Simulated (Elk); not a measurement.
Worked example: self-consistent single point of Li3In (I4/mmm, 4 atoms in the cell) in Elk.

Method of the run: Elk with PBEsol, all-electron FP-LAPW, Elk's shipped species files, default APW+lo basis.

```
CELL_PARAMETERS angstrom
     -2.08073     2.08073     4.22808
      2.08073    -2.08073     4.22808
      2.08073     2.08073    -4.22808
ATOMIC_POSITIONS crystal
  Li 0.75000 0.25000 0.50000
  Li 0.25000 0.75000 0.50000
  Li 0.50000 0.50000 0.00000
  In 0.00000 0.00000 0.00000
```

Reference input (self-consistent single point, DFT, LDA (PW92), all-electron FP-LAPW, Elk's shipped species files, default APW+lo basis): stype = 0; swidth = 0.00734986 Ha; ngridk = 11 11 11; maxscl = 100. This run's input differs from it in these lines:

```diff
@@ -2,2 +2,5 @@
   0
+
+xctype
+  22
```

Output, abridged:

```
│ Self-consistent loop started │
│ Loop number : 1 │
 total energy                :     -5897.29729180
│ Loop number : 2 │
 total energy                :     -5897.46689445
RMS change in Kohn-Sham potential (target) :    27.06199775     (  0.1000000000E-05)
Absolute change in total energy (target)   :   0.1696026440     (  0.1000000000E-03)
│ Loop number : 3 │
 total energy                :     -5899.81820734
RMS change in Kohn-Sham potential (target) :    13.73072751     (  0.1000000000E-05)
Absolute change in total energy (target)   :    2.393713550     (  0.1000000000E-03)
│ Loop number : 4 │
   [... lines left out ...]
Absolute change in total energy (target)   :   0.6530891915E-04 (  0.1000000000E-03)
│ Loop number : 14 │
 total energy                :     -5903.07455279
RMS change in Kohn-Sham potential (target) :   0.1519725085E-05 (  0.1000000000E-05)
Absolute change in total energy (target)   :   0.1584089659E-04 (  0.1000000000E-03)
│ Loop number : 15 │
 total energy                :     -5903.07455213
RMS change in Kohn-Sham potential (target) :   0.5544728538E-06 (  0.1000000000E-05)
Absolute change in total energy (target)   :   0.3294184353E-05 (  0.1000000000E-03)
Convergence targets achieved

│ Loop number : 16 │

Energies :
 Fermi                       :     0.939457396416E-01
 total energy                :     -5903.07455217

Density of states at Fermi energy :    41.10525004
 (states/Hartree/unit cell)

Estimated indirect band gap :   0.1112547491E-03
 from k-point     77 to k-point     56
Estimated direct band gap   :   0.1376202555E-01
 at k-point     45

Charges :
 core                        :    30.00000000
 valence                     :    28.00000000
 interstitial                :    4.192594315
 muffin-tins (core leakage)
  species :    1 (Li)
   atom    1                 :    2.146131075     (   0.000000000    )
   atom    2                 :    2.146131075     (   0.000000000    )
   atom    3                 :    2.141208403     (   0.000000000    )
  species :    2 (In)
   atom    1                 :    47.37393513     (  0.1309071273E-03)
 total in muffin-tins        :    53.80740569
 total calculated charge     :    58.00004092
 total charge                :    58.00000000
 error                       :   0.4091817764E-04

│ Self-consistent loop stopped │
```

The run converged in 16 iterations. The count includes the last loop, which Elk runs after its targets are met. 

The starting cell comes from a database of computed structures (which also holds hypothetical and non-ambient phases and stackings), without a prior relaxation at this level. Values depend on the basis (sphere radii, cutoffs, local orbitals), which need not be converged. The log's line on a gap gives a spacing of levels on this mesh, which the program prints for metals too.

Cost on one core of a shared machine: roughly 80 s.
